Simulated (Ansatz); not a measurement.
System: GaSb (P6₃mc, No. 186, 4 atoms in the cell; start mp-1018059; a measured phase of this formula has another space group). Method: r²SCAN (plane waves, PAW; Ansatz, a quantum-chemistry and plane-wave program).

Input file:

Ansatz 0.2 input:
```yaml
crystal:
  lattice:
    - [4.305096378, 0.0, 0.0]
    - [-2.152548189, 3.7283228291, 0.0]
    - [0.0, 0.0, 7.1007833513]
  atoms:
    - { symbol: Ga, position: [0.6666666667, 0.3333333333, 0.5004944897] }
    - { symbol: Ga, position: [0.3333333333, 0.6666666667, 0.0004944897] }
    - { symbol: Sb, position: [0.6666666667, 0.3333333333, 0.8744055103] }
    - { symbol: Sb, position: [0.3333333333, 0.6666666667, 0.3744055103] }
basis:
  ecutwfc: 560
  ecutrho_ratio: 4
  xc_grid: 3
kpoints:
  mp_grid: { grid: [18, 18, 8] }
hamiltonian:
  xc: r2scan
  dispersion: none
  pseudopotentials: { kind: paw }
scf:
  occupations: { method: fermi_dirac, width: 0.05 }
  convergence: { dr2_threshold: 0.0000000004 }
output:
  forces: true
  stress: true
  eigenvalues: true
```

The run printed, among other lines:

```
Crystal: 4 atoms, lattice volume = 113.973 Å³
Basis set: ecut = 560 eV, 3417 PW (Γ), exchange–correlation on 108×108×180 points (27 copies of the dense FFT grid, shifted against one another)
Bands: 34, of which v1, the nominal top of the filled ones, is band 28 counted from 1 (27 counted from 0)
Symmetry: 12 space group operations
Space group: P63mc (ITA 186), of the structure as read, at distance tolerance 4.8e-5 Å
k-points: 185 of 2592 (time reversal used)
Functional: x = r2scan, c = r2scan; τ floored in thin density (d = 2e-4 eV/Å³)
SCF iter   1: F=—  HF=-20579.665665 eV  |F-HF|=—  |Δ(HF+E_count)|=         —  Δρ=7.84e-3  dr2=2.87e-2  dr2_τ=6.74e-3
SCF iter   2: F=—  HF=-20579.681921 eV  |F-HF|=—  |Δ(HF+E_count)|=   1.63e-2  Δρ=2.22e-3  dr2=2.20e-3  dr2_τ=7.90e-5
  ...
SCF iter   7: F=—  HF=-20579.681686 eV  |F-HF|=—  |Δ(HF+E_count)|=   1.98e-5  Δρ=2.84e-6  dr2=8.41e-9  dr2_τ=2.00e-10
SCF iter   8: F=-20579.681686 eV  HF=-20579.681686 eV  |F-HF|=3.64e-12  |Δ(HF+E_count)|=   5.34e-9  Δρ=5.46e-7  dr2=2.60e-10  dr2_τ=1.22e-11
SCF 1 converged in 8 iterations: F = -20579.681686 eV  dr2 = 2.60e-10
SCF converged after 8 iterations
Free energy (F): -20579.681686 eV
Internal energy: -20579.681663 eV  (E = F + TS)
E sigma→0 (E₀):  -20579.681675 eV
Fermi energy:    7.937137 eV
--- Stress (GPa, compression-positive) ---
        0.602828       0.000000       0.000000
       -0.000000       0.602828      -0.000000
        0.000000       0.000000       0.650974
  P = ⅓ Tr σ = 0.6189 GPa (6.189 kbar)
```

The PAW data were made under PBE.

Note: cell and atoms aren't relaxed at this level (pressure 0.6 GPa).

A start named mp-… is a Materials Project structure, which need not be a measured phase.
